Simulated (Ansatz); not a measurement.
Ansatz (a quantum-chemistry and plane-wave program) run on CaAg₂Ge₂ (I4mm, 5 atoms in the cell): self-consistent single point.

Method of the run: LDA (PW92), default PAW files made with PBE (plane waves; Ansatz).

```
CELL_PARAMETERS angstrom
     -2.14959     2.14959     5.42914
      2.14959    -2.14959     5.42914
      2.14959     2.14959    -5.42914
ATOMIC_POSITIONS crystal
  Ca 0.00460 0.00460 0.00000
  Ag 0.25000 0.75000 0.50000
  Ag 0.75000 0.25000 0.50000
  Ge 0.39031 0.39031 0.00000
  Ge 0.60969 0.60969 0.00000
```

Reference input (self-consistent single point, DFT, LDA (PW92), plane waves, default PAW files made with PBE): basis.ecutwfc = 420 eV; kpoints.mp_grid.grid = 8 8 8; hamiltonian.xc = lda; hamiltonian.pseudopotentials = {kind: paw} (the program's default PAW files); scf.occupations.method = gaussian; scf.occupations.width = 0.1 eV. This run's input differs from it in these lines:

Ansatz 0.2 input:
```diff
@@ -15,3 +15,3 @@
 kpoints:
-  mp_grid: { grid: [8, 8, 8] }
+  mp_grid: { grid: [6, 6, 6], shift: [0.5, 0.5, 0.5] }
 hamiltonian:
```

Log, with long lists cut:

```
SCF iter   1: F=—  HF=-25122.142871 eV  |F-HF|=—  |Δ(HF+E_count)|=         —  Δρ=7.61e-3  dr2=4.35e-2  ethr=1.77e-3  ⟨swp⟩=7.6  Hψ=5148  notcnv=0  defer=4
all-band conjugate gradients solve this SCF's bands
preconditioner: auto → Kerker (q_TF=auto, 2.605 Å⁻¹)
SCF iter   2: F=—  HF=-25122.131834 eV  |F-HF|=—  |Δ(HF+E_count)|=   1.10e-2  Δρ=2.92e-3  dr2=5.08e-3  ethr=5.73e-5  ⟨swp⟩=2.8  Hψ=2638  notcnv=0  defer=11
   [... lines left out ...]
SCF iter   5: F=—  HF=-25122.130705 eV  |F-HF|=—  |Δ(HF+E_count)|=   1.67e-5  Δρ=8.73e-5  dr2=1.96e-5  ethr=8.13e-8  ⟨swp⟩=2.0  Hψ=2031  notcnv=0  defer=11
SCF iter   6: F=—  HF=-25122.130697 eV  |F-HF|=—  |Δ(HF+E_count)|=   7.95e-6  Δρ=3.00e-5  dr2=2.52e-6  ethr=2.57e-8  ⟨swp⟩=2.0  Hψ=2030  notcnv=0  defer=11
SCF iter   7: F=—  HF=-25122.130696 eV  |F-HF|=—  |Δ(HF+E_count)|=   7.72e-7  Δρ=1.15e-5  dr2=1.49e-7  ethr=3.32e-9  ⟨swp⟩=2.0  Hψ=1637  notcnv=0  defer=11
SCF iter   8: F=-25122.130696 eV  HF=-25122.130696 eV  |F-HF|=1.25e-8  |Δ(HF+E_count)|=   3.68e-9  Δρ=3.55e-6  dr2=2.34e-8  ethr=1.32e-10  ⟨swp⟩=8.5  Hψ=5078  notcnv=0
SCF 1 converged in 8 iterations: F = -25122.130696 eV  dr2 = 2.34e-8
Free energy (F): -25122.130696 eV
Internal energy: -25122.122239 eV  (E = F + TS)
E sigma→0 (E₀):  -25122.126468 eV
Entropy (-TS):   -0.008457 eV (-1.691 meV/atom)
Fermi energy:    11.910383 eV
--- Forces (eV/Å), atoms counted from 1 ---
  atom   1  Ca    -0.00000000     0.00000000    -0.09902854
  atom   2  Ag    -0.00000000    -0.00000000     0.03546851
  atom   3  Ag     0.00000000    -0.00000000     0.03546851
  atom   4  Ge    -0.00000000     0.00000000    -0.34128347
  atom   5  Ge     0.00000000     0.00000000     0.36941411
--- Stress (GPa, compression-positive) ---
       -3.877246      -0.000000       0.000000
       -0.000000      -3.877246      -0.000000
       -0.000000       0.000000      -3.871698
  P = ⅓ Tr σ = -3.8754 GPa (-38.754 kbar)
  The stress holds the Pulay correction. Without it, at fixed plane waves, as pw.x and ABINIT print it: P = -3.8970 GPa
```

The run converged in 8 iterations. Against the reference run the free energy hardly moves (within 1 meV/atom), the pressure goes from -3.98 to -3.88 GPa and the largest force hardly changes (0.368 to 0.369 eV/Å).

The starting cell comes from a database of computed structures (which also holds hypothetical and non-ambient phases and stackings), without a prior relaxation at this level. Its lattice was rescaled by up to half a per cent. One atom was moved a little off its site on purpose. Ansatz's pressure includes its estimate of the finite-basis (Pulay) stress.
